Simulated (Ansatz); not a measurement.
**How far a parabola holds: energy against volume of L1₂ (Cu3Au-type) Cu₃Au**

System: L1₂ (Cu3Au-type) Cu₃Au. Method: PBEsol in Ansatz (plane waves, PAW). Settings: plane-wave cutoff 520 eV, 14×14×14 k mesh, Fermi–Dirac smearing 0.05 eV, no spin polarisation, scalar-relativistic PAW data made under PBE. The cell has no free parameter but its volume, all volumes share cutoff and mesh, and the runs aren't spin-polarised. Energies are free energies at the run's smearing, counted from the lowest row; static lattice.

| V (Å³/atom) | E (meV/atom) |
|---|---|
| 12.287 | 11.80 |
| 12.543 | 2.81 |
| 12.799 | 0.00 |
| 13.055 | 2.65 |
| 13.311 | 10.13 |
| 13.567 | ? |

Fit E of the 5 rows that show it with a parabola. With u = V - 12.8, the rows have u = -0.5130, -0.2570, -0.0010, 0.2550, 0.5110. Least squares gives E = -0.009 - 1.283·u + 41.853·u². Residuals (row less fit): 0.136, -0.275, 0.008, 0.265, -0.134; standard error 0.302 (degrees of freedom: 2). The fitted curve has its minimum at V = 12.8, where E = -0.02. Its curvature is d²E/dV² = 2 × 41.853 meV/Å⁶, so B = V0·d²E/dV² × 0.1602 = 172 GPa.

### Question
Predict the withheld E at V = 13.567 from the fit, and compare with the calculation.

### Answer
u = 0.7670, so E = -0.009 - 1.283 × 0.7670 + 41.853 × 0.7670² = 23.629 meV/atom. The calculation gives 21.85 meV/atom, 1.779 meV/atom below the prediction (8.1 % of the range of E in the table). The row lies outside the fitted rows, so this is an extrapolation. From the scatter of the fitted rows alone, a prediction at this place has a standard error of 0.715 meV/atom, so the miss is 2.5 times that.

The residuals are curvature that a parabola lacks, not noise. A solid that stiffens under compression and softens on expansion lies above the parabola at the compressed end and under it at the expanded end, as this row does. A third-order Birch-Murnaghan fit to the whole scan has B0 = 171 GPa. Only scans are tabulated whose curvature falls smoothly with volume, and where the parabola meets the shown rows within 5 % of their range and misses the end by 0.1 meV or more.

Spin–orbit coupling is not included; it can shift volumes and moduli of such heavy elements.

Ansatz is a program for electronic structure.
